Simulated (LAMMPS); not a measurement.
An MD run on a melt of GaN (wurtzite), 432 atoms, cooled from 4050 K to 300 K at 1e+14 K/s, at zero pressure.

Level of theory: classical MD, pair style tersoff, file GaN.tersoff, run in LAMMPS.

Problem. Give number structure factor against q (1/Å) as the simulation yields it.

Solution. State found: glass.
```tsv
q (1/Å)	number structure factor
0.8200	0.096
1.020	0.114
1.220	0.163
1.420	0.234
1.620	0.341
1.820	0.511
2.020	0.733
2.220	0.927
2.420	1.00
2.620	0.944
2.820	0.811
3.020	0.699
3.220	0.676
3.420	0.785
3.620	1.03
3.820	1.34
4.020	1.57
4.220	1.60
4.420	1.43
4.620	1.16
4.820	0.906
5.020	0.738
5.220	0.659
5.420	0.650
5.620	0.699
5.820	0.789
6.020	0.899
6.220	1.00
6.420	1.09
6.620	1.14
6.820	1.17
7.020	1.17
7.220	1.15
7.420	1.13
7.620	1.11
7.820	1.07
8.020	1.00
8.220	0.927
8.420	0.862
8.620	0.827
8.820	0.826
9.020	0.857
9.220	0.909
9.420	0.972
9.620	1.04
9.820	1.09
10.02	1.13
10.22	1.14
10.42	1.13
10.62	1.09
10.82	1.04
11.02	0.990
11.22	0.956
11.42	0.934
11.62	0.920
11.82	0.914
```

Caution: at ambient pressure real GaN sublimes or decomposes before or as it melts, so this liquid is the model's.
